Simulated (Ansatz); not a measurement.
The reference is SrTiO₃ in the cubic perovskite structure (space group Pm-3m, No. 221).

```
SrTiO3
1.0
    3.90695     0.00000     0.00000
    0.00000     3.90695     0.00000
    0.00000     0.00000     3.90695
Sr Ti O
1 1 3
Direct
  0.00000   0.00000   0.00000
  0.50000   0.50000   0.50000
  0.00000   0.50000   0.50000
  0.50000   0.50000   0.00000
  0.50000   0.00000   0.50000
```

Cartesian axes are those of the cell as printed.

All numbers come from r2SCAN (Ansatz, an electronic-structure program, PAW, scalar-relativistic without spin-orbit coupling).

The change: the cell is stretched by 3.01 % along y with no lateral relaxation; the atoms relax in the strained cell.

**Question.** Predict the stress tensor and what it implies for the stiffness.

**Answer.** Stress of the strained cell less that of the base (GPa, compression positive):
```
  -3.01    0.00    0.00
   0.00   -9.07    0.00
   0.00    0.00   -3.01
```

Then −Δσ_ii/ε with ε = 0.0301 gives secant stiffness values (nonlinear terms included at this strain): C22 ≈ 301 GPa, C12 ≈ 100 GPa and C23 ≈ 100 GPa.

As a check, the harmonic strain energy −½ V₀ Δσ:ε is 10 meV/atom; the computed energy rise is 11 meV/atom.

Whether these cells are dynamically stable was not tested. The final runs are not spin-polarised. Many cubic perovskites are stable only at high temperature; tilts and polar distortions were not tested.
